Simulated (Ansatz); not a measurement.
Functionals compared on the (101) surface of tetragonal MoSi2 in its 1x1 cell (cut with top plane Si, bottom plane Si), outermost plane spacing 0.98 Å in the ideal cut (one of several cuts of this face), with 2 Si a cell over the bulk's ratio, in Ansatz (plane waves, PAW). The structure was relaxed with PBE; the other rows are single points on it. Cutoff 420 eV (500 eV for r2SCAN).

Slab: 11 atoms, Mo3Si8, 9.9 Å thick at the start (thin: gaps and levels are the slab's own); k 12x9x1, smearing 0.1 eV, dipole-corrected; all atoms relaxed; held to the part of the start's symmetry that mesh and held atoms allow; no spin, no spin-orbit, no U. These notes are the PBE run's.

```
functional  work function of the top face (eV)           rough cost of the single point
----------  ----------------------------------  ---------------------------------------
PBE                                       5.33                                        –
LDA                                       5.50           around 40 core-seconds (rough)
PBEsol                                    5.37   about 40 core-seconds (a rough figure)
RPBE                                      5.27             very roughly 40 core-seconds
r2SCAN                                    5.48  about 100 core-seconds (a rough figure)
```

Ansatz is a program for electronic structure.
